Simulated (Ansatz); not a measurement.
GaP (F-43m), r2SCAN with spin-orbit coupling, rigid bands (Ansatz, an electronic-structure program): Condition of this run: hydrostatic pressure 5 GPa (the target of the relaxation). band gap 1.73 eV, N_c = 3.91e19 cm⁻³ and N_v = 2.13e19 cm⁻³ at 300 K, conductivity masses of 0.339 mₑ (electrons) and 0.459 mₑ (holes). Take k_BT = 0.02585 eV.

### Question
What thermal injection velocity √(2k_BT/πm) limits a ballistic channel?

### Answer
9.24e6 cm/s for electrons and 7.94e6 cm/s for holes, a ratio of √(m_h/m_e) = 1.16, for dilute carriers.

### Question
Find the intrinsic carrier density and the intrinsic Fermi level.

### Answer
n_i = √(N_c N_v) exp(−E_g/2k_BT) = 2.89e19 × exp(−33.46) = 8.5e4 cm⁻³. The level lies (k_BT/2) ln(N_v/N_c) = -8 meV from mid-gap (positive towards the conduction band). Each 0.1 eV added to the gap lowers n_i by a factor of 6.9.

### Question
What built-in voltage has an abrupt junction with N_A = 1e17 and N_D = 1e18 cm⁻³, all dopants ionised?

### Answer
V_bi = E_g/e − (k_BT/e) ln(N_c N_v/(N_A N_D)) = 1.73 − 0.02585 × 9.03 = 1.50 V. It follows the computed gap one for one.

Rigid, parabolic bands with the computed gap; masses take one relaxation time for all states.
